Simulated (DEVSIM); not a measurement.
Device: Cr/Si3N4/p-Ge capacitor, at 300 K.

| layer (left to right) | material | thickness (nm) | Na (cm⁻³) |
|---|---|---|---|
| 1 | Si3N4 | 2.80 | - |
| 2 | Ge | 1300 | 2e17 |

Metal gate on the left, work function 4.5 eV. Fixed charge at the semiconductor interface -4.9e11 cm⁻² (in units of +e); no interface traps.

Constants are typed, rounded textbook-type inputs, not results; the design itself was drawn at random and stands for no fabricated device. Values at 300 K.

| parameter | Si3N4 | Ge |
|---|---|---|
| gap (eV) | 5.1 | 0.664 |
| affinity (eV) | 2.1 | 4 |
| permittivity | 7.5 | 16 |
| Nc (cm⁻³) | - | 1.04e19 |
| Nv (cm⁻³) | - | 6e18 |

Simulated with DEVSIM: 1D Poisson equation in equilibrium, Boltzmann statistics, complete ionisation; no quantum confinement or tunnelling. Metal contacts follow the ideal Schottky-Mott rule: no Fermi-level pinning, no interface dipoles.

Problem. Tabulate band edges, carrier densities and field at 0.35 V on the gate.

Solution. Energies count from the Fermi level of the right contact; mesh points crowd at the junctions.

```json
[
 {"x (μm)": "0.000", "Ec (eV)": "2.050", "Ev (eV)": "-3.050", "n (cm⁻³)": "< 1e2", "p (cm⁻³)": "< 1e2", "field (V/cm)": "370000"},
 {"x (μm)": "0.0007947", "Ec (eV)": "2.079", "Ev (eV)": "-3.021", "n (cm⁻³)": "< 1e2", "p (cm⁻³)": "< 1e2", "field (V/cm)": "370000"},
 {"x (μm)": "0.001631", "Ec (eV)": "2.110", "Ev (eV)": "-2.990", "n (cm⁻³)": "< 1e2", "p (cm⁻³)": "< 1e2", "field (V/cm)": "370000"},
 {"x (μm)": "0.002501", "Ec (eV)": "2.142", "Ev (eV)": "-2.958", "n (cm⁻³)": "< 1e2", "p (cm⁻³)": "< 1e2", "field (V/cm)": "370000"},
 {"x (μm)": "0.003704", "Ec (eV)": "0.263", "Ev (eV)": "-0.401", "n (cm⁻³)": "4.0e14", "p (cm⁻³)": "1.1e12", "field (V/cm)": "110000"},
 {"x (μm)": "0.005567", "Ec (eV)": "0.284", "Ev (eV)": "-0.380", "n (cm⁻³)": "1.8e14", "p (cm⁻³)": "2.4e12", "field (V/cm)": "110000"},
 {"x (μm)": "0.009369", "Ec (eV)": "0.324", "Ev (eV)": "-0.340", "n (cm⁻³)": "3.8e13", "p (cm⁻³)": "1.2e13", "field (V/cm)": "100000"},
 {"x (μm)": "0.01965", "Ec (eV)": "0.416", "Ev (eV)": "-0.248", "n (cm⁻³)": "1.1e12", "p (cm⁻³)": "4.1e14", "field (V/cm)": "78000"},
 {"x (μm)": "0.03709", "Ec (eV)": "0.518", "Ev (eV)": "-0.146", "n (cm⁻³)": "2.1e10", "p (cm⁻³)": "2.1e16", "field (V/cm)": "40000"},
 {"x (μm)": "0.06907", "Ec (eV)": "0.572", "Ev (eV)": "-0.092", "n (cm⁻³)": "2.6e9", "p (cm⁻³)": "1.7e17", "field (V/cm)": "3800"},
 {"x (μm)": "0.1299", "Ec (eV)": "0.576", "Ev (eV)": "-0.088", "n (cm⁻³)": "2.2e9", "p (cm⁻³)": "2.0e17", "field (V/cm)": "14"},
 {"x (μm)": "0.3108", "Ec (eV)": "0.576", "Ev (eV)": "-0.088", "n (cm⁻³)": "2.2e9", "p (cm⁻³)": "2.0e17", "field (V/cm)": "≈ 0"},
 {"x (μm)": "0.5897", "Ec (eV)": "0.576", "Ev (eV)": "-0.088", "n (cm⁻³)": "2.2e9", "p (cm⁻³)": "2.0e17", "field (V/cm)": "≈ 0"},
 {"x (μm)": "0.9120", "Ec (eV)": "0.576", "Ev (eV)": "-0.088", "n (cm⁻³)": "2.2e9", "p (cm⁻³)": "2.0e17", "field (V/cm)": "≈ 0"},
 {"x (μm)": "1.141", "Ec (eV)": "0.576", "Ev (eV)": "-0.088", "n (cm⁻³)": "2.2e9", "p (cm⁻³)": "2.0e17", "field (V/cm)": "≈ 0"},
 {"x (μm)": "1.218", "Ec (eV)": "0.576", "Ev (eV)": "-0.088", "n (cm⁻³)": "2.2e9", "p (cm⁻³)": "2.0e17", "field (V/cm)": "≈ 0"},
 {"x (μm)": "1.259", "Ec (eV)": "0.576", "Ev (eV)": "-0.088", "n (cm⁻³)": "2.2e9", "p (cm⁻³)": "2.0e17", "field (V/cm)": "≈ 0"},
 {"x (μm)": "1.280", "Ec (eV)": "0.576", "Ev (eV)": "-0.088", "n (cm⁻³)": "2.2e9", "p (cm⁻³)": "2.0e17", "field (V/cm)": "≈ 0"},
 {"x (μm)": "1.294", "Ec (eV)": "0.576", "Ev (eV)": "-0.088", "n (cm⁻³)": "2.2e9", "p (cm⁻³)": "2.0e17", "field (V/cm)": "≈ 0"},
 {"x (μm)": "1.299", "Ec (eV)": "0.576", "Ev (eV)": "-0.088", "n (cm⁻³)": "2.2e9", "p (cm⁻³)": "2.0e17", "field (V/cm)": "≈ 0"},
 {"x (μm)": "1.301", "Ec (eV)": "0.576", "Ev (eV)": "-0.088", "n (cm⁻³)": "2.2e9", "p (cm⁻³)": "2.0e17", "field (V/cm)": "≈ 0"},
 {"x (μm)": "1.303", "Ec (eV)": "0.576", "Ev (eV)": "-0.088", "n (cm⁻³)": "2.2e9", "p (cm⁻³)": "2.0e17", "field (V/cm)": "≈ 0"}
]
```
